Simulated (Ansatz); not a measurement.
Consider MgO in the rock salt structure (space group Fm-3m, No. 225; a = 4.254 Å). Axes: x, y, z lie along the cube axes.

Calculations: PBE, PAW, 420 eV (Ansatz, a first-principles code; scalar-relativistic without spin-orbit coupling).

Perturbation: every lattice vector is shortened by 1.00 %; the atoms relax in the strained cell.

Q: Predict the stress tensor and what it implies for the stiffness.

A: Stress of the strained cell less that of the base (GPa, compression positive):
```
   4.78    0.00    0.00
   0.00    4.78    0.00
   0.00    0.00    4.78
```

Then B = −ΔP/(ΔV/V₀) with ΔV/V₀ = -0.0297 gives secant stiffness values (nonlinear terms included at this strain): B ≈ 161 GPa.

As a check, the harmonic strain energy −½ V₀ Δσ:ε is 4.3 meV/atom; the computed energy rise is 4.2 meV/atom.

Whether these cells are dynamically stable was not tested.
